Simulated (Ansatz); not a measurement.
A self-consistent single point of LiMg (P1, 2 atoms in the cell) with Ansatz (a quantum-chemistry and plane-wave program).

Level of theory: LDA (PW92), PAW files made with PBE (plane waves; Ansatz).

The change in words: lattice scaled by 0.98. Reference geometry:
```
LiMg
1.0
    1.54575     0.89244     5.08105
   -1.54575     0.89244     5.08105
    0.00000    -1.78488     5.08105
Li Mg
1 1
Direct
  0.97584   0.99715   0.01715
  0.52416   0.50285   0.48285
```

Reference input (self-consistent single point, DFT, LDA (PW92), plane waves, PAW files made with PBE): kpoints.mp_grid.grid = 9 9 9; hamiltonian.xc = lda; hamiltonian.pseudopotentials = {kind: paw} (an earlier, softer set of the program's PAW files); scf.occupations.method = gaussian; scf.occupations.width = 0.1 eV. This run's input differs from it in these lines:

Ansatz 0.2 input:
```diff
@@ -2,8 +2,8 @@
   lattice:
-    - [1.54575000, 0.89243900, 5.08105300]
-    - [-1.54575000, 0.89243900, 5.08105300]
-    - [0.00000000, -1.78487800, 5.08105300]
+    - [1.51483500, 0.87459000, 4.97943200]
+    - [-1.51483500, 0.87459000, 4.97943200]
+    - [0.00000000, -1.74918000, 4.97943200]
   atoms:
-    - { symbol: Li, position_ang: [-0.03293684, -0.05472793, -0.05010934] }
-    - { symbol: Mg, position_ang: [0.03293684, 0.05472793, 7.67168884] }
+    - { symbol: Li, position_ang: [-0.03227810, -0.05363336, -0.04910716] }
+    - { symbol: Mg, position_ang: [0.03227810, 0.05363336, 7.51825516] }
 kpoints:
```

Log, with long lists cut:

```
SCF iter   1: F=—  HF=-2103.510539 eV  |F-HF|=—  |Δ(HF+E_count)|=         —  Δρ=1.84e-2  dr2=4.94e-1  ethr=3.10e-3  ⟨swp⟩=5.1  Hψ=25273  notcnv=0
all-band conjugate gradients solve this SCF's bands
preconditioner: auto → none
SCF iter   2: F=—  HF=-2103.415602 eV  |F-HF|=—  |Δ(HF+E_count)|=   9.49e-2  Δρ=1.19e-2  dr2=2.30e-1  ethr=3.10e-3  ⟨swp⟩=1.7  Hψ=7375  notcnv=0  defer=81
   [... lines left out ...]
SCF iter   4: F=—  HF=-2103.332571 eV  |F-HF|=—  |Δ(HF+E_count)|=   1.02e-3  Δρ=3.96e-4  dr2=1.48e-4  ethr=2.47e-5  ⟨swp⟩=1.8  Hψ=5589  notcnv=0  defer=129
SCF iter   5: F=—  HF=-2103.332544 eV  |F-HF|=—  |Δ(HF+E_count)|=   2.62e-5  Δρ=8.28e-5  dr2=3.49e-6  ethr=1.13e-6  ⟨swp⟩=1.9  Hψ=5436  notcnv=0  defer=129
SCF iter   6: F=—  HF=-2103.332545 eV  |F-HF|=—  |Δ(HF+E_count)|=   4.26e-7  Δρ=2.46e-5  dr2=7.91e-7  ethr=2.69e-8  ⟨swp⟩=2.0  Hψ=6164  notcnv=0  defer=129
SCF iter   7: F=-2103.332545 eV  HF=-2103.332545 eV  |F-HF|=7.98e-9  |Δ(HF+E_count)|=   1.96e-7  Δρ=5.95e-6  dr2=7.63e-9  ethr=7.69e-10  ⟨swp⟩=5.7  Hψ=18618  notcnv=0
SCF 1 converged in 7 iterations: F = -2103.332545 eV  dr2 = 7.63e-9
Free energy (F): -2103.332545 eV
Internal energy: -2103.328588 eV  (E = F + TS)
E sigma→0 (E₀):  -2103.330567 eV
Entropy (-TS):   -0.003956 eV (-1.978 meV/atom)
Fermi energy:    3.679038 eV
--- Forces (eV/Å), atoms counted from 1 ---
  atom   1  Li     0.02977545     0.05303180     0.20891431
  atom   2  Mg    -0.02977623    -0.05303280    -0.20894432
--- Stress (GPa, compression-positive) ---
        0.164195      -0.090855      -0.017342
       -0.090855       0.370180       0.123059
       -0.017342       0.123059       0.052733
  P = ⅓ Tr σ = 0.1957 GPa (1.957 kbar)
  The stress holds the Pulay correction. Without it, at fixed plane waves, as pw.x and ABINIT print it: P = 0.1901 GPa
```

The run converged in 7 iterations. Against the reference run the free energy falls by 4.7 meV/atom, the pressure goes from -1.33 to 0.20 GPa and the largest force goes from 0.187 to 0.218 eV/Å.

The starting cell comes from a database of computed structures (which also holds hypothetical and non-ambient phases and stackings), without a prior relaxation at this level. Its atoms were displaced at random from the sites of space group no. 166. For this run, on top of that: lattice scaled by 0.98. Ansatz's pressure includes its estimate of the finite-basis (Pulay) stress.
